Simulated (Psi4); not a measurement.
Psi4 1.11, WB97X/def2-svpd: Ba(F)(Br)(NH3)2 ([NH3]->[Ba](<-[NH3])([F])[Br]), 11 atoms. The geometry is a generated start, not checked to be a minimum at this level.

```json
{
  "task": "energy",
  "method": "wb97x",
  "basis": "def2-svpd",
  "memory": "3 GB",
  "maxiter": "100",
  "keys_of_the_molecule_block": "symmetry c1",
  "scf_type": "df (default)",
  "e_convergence": "1e-06 (default)",
  "d_convergence": "1e-06 (default)",
  "dft_radial_points": "75 (default)",
  "dft_spherical_points": "302 (default)",
  "effective_core_potentials": "those of the basis set, past Kr",
  "basis_functions": "185",
  "grid_points": "238625"
}
```

```xyz
11

Ba    -0.2255     0.4290    -0.7416
F     -2.1284     0.6605    -1.3362
Br    -0.3721     0.6103     2.0621
N      2.2999     1.5488    -0.0622
H      2.3023     1.1558     0.8757
H      2.2838     2.5576     0.0616
H      3.1960     1.3187    -0.4791
N     -1.5987    -1.9501    -0.1696
H     -1.6677    -2.0510     0.8400
H     -1.6793    -2.8713    -0.5905
H     -2.4103    -1.4085    -0.4601
```

With the defaults (diis = true, scf_initial_accelerator = adiis, damping_percentage = 0, diis_max_vecs = 10, level_shift = 0, level_shift_cutoff = 0.01, guess = auto, which took SAD, soscf = false, soscf_start_convergence = 0.01, diis_start = 1) it converges in 8 SCF iterations. One run each on 2 threads, with these changes:
- guess = huckel
- soscf = true, soscf_start_convergence = 0.1
- diis_start = 4
- damping_percentage = 20
- guess = sapgau
- diis = false, scf_initial_accelerator = none, damping_percentage = 60
- level_shift = 0.5, level_shift_cutoff = 0.001
- guess = modhuckel
- diis_max_vecs = 3

Q: Which of these changes keep the SCF from converging, or lead it to another solution?

A: No convergence: diis = false, scf_initial_accelerator = none, damping_percentage = 60 (the run ends without SCF convergence in 100 iterations). The rest reach the solution of the defaults.

```tsv
setting	SCF iterations	JK calls	end
soscf = true, soscf_start_convergence = 0.1	6	22	same solution
the defaults	8	9	same solution
level_shift = 0.5, level_shift_cutoff = 0.001	9	10	same solution
guess = modhuckel	9	41	same solution
guess = huckel	9	41	same solution
diis_max_vecs = 3	10	11	same solution
diis_start = 4	11	12	same solution
guess = sapgau	14	14	same solution
damping_percentage = 20	21	22	same solution
diis = false, scf_initial_accelerator = none, damping_percentage = 60	100	101	no convergence
```

An SOSCF iteration holds several JK calls; a Hückel guess adds calls on atoms.
